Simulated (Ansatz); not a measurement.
MoSi₂ (space group P6_222, No. 180; a cell from a computed database, its experimental status unchecked)

```cif
data_Mo3Si6
_chemical_formula_sum 'Si6 Mo3'
_space_group_name_H-M_alt 'P 1'
_space_group_IT_number 1
_cell_length_a 4.58468
_cell_length_b 4.58468
_cell_length_c 6.57762
_cell_angle_alpha 90.000
_cell_angle_beta 90.000
_cell_angle_gamma 120.000
loop_
_space_group_symop_operation_xyz
  'x, y, z'
loop_
_atom_site_label
_atom_site_type_symbol
_atom_site_fract_x
_atom_site_fract_y
_atom_site_fract_z
_atom_site_occupancy
Si1 Si 0.16386 0.83614 0.83333 1
Si2 Si 0.32771 0.16386 0.16667 1
Si3 Si 0.16386 0.32771 0.50000 1
Si4 Si 0.83614 0.16386 0.83333 1
Si5 Si 0.67229 0.83614 0.16667 1
Si6 Si 0.83614 0.67229 0.50000 1
Mo1 Mo 0.50000 0.00000 0.50000 1
Mo2 Mo 0.50000 0.50000 0.83333 1
Mo3 Mo 0.00000 0.50000 0.16667 1
```

Level of theory: r2SCAN (Ansatz, a program for electronic structure; PAW; 500 eV plane waves; scalar-relativistic without spin-orbit coupling), earlier PAW set. Γ-centred 8×8×5 mesh, Fermi–Dirac width 0.05 eV.

- Volume per atom = 13.30 Å³
- Density = 6.33 g/cm³
- Band gap = 0.16 eV, indirect, L → M
- Total energy = -2082.358 eV/atom (σ→0; compares only within this code and set-up)

No phonon test of stability was made. The zero or small gap of MoSi2 can change with the level of theory.
